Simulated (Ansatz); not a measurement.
Given:

```
CELL_PARAMETERS angstrom
      3.01940     0.04209    -0.00498
     -1.47325     2.61630     0.01255
     -0.00526     0.01226     3.23941
ATOMIC_POSITIONS crystal
  Ti 0.00000 0.00000 0.00000
  B  0.33251 0.66710 0.50006
  B  0.66749 0.33290 0.49994
```

No spin polarisation.

All numbers come from plane-wave PAW DFT at the PBEsol level (Ansatz, a first-principles code, 420 eV), no spin-orbit coupling, earlier PAW set. Γ-centred 13×13×10 mesh, Fermi–Dirac width 0.05 eV.

### Question
Predict the band gap and pressure.

### Answer
The band gap is zero and the pressure (mean of the normal stresses, compression positive) is -6.2 GPa.

The mesh was chosen for an insulator and is coarse for the gapless case. The cells carry an imposed strain or load. Whether these cells are dynamically stable was not tested. The final runs are not spin-polarised. The cell was made from TiB2 (space group P6/mmm, No. 191) by this change: strain tensor (xx, yy, zz, yz, xz, xy) = (+0.07, +0.93, +1.71, +0.39, −0.17, +1.40) %.
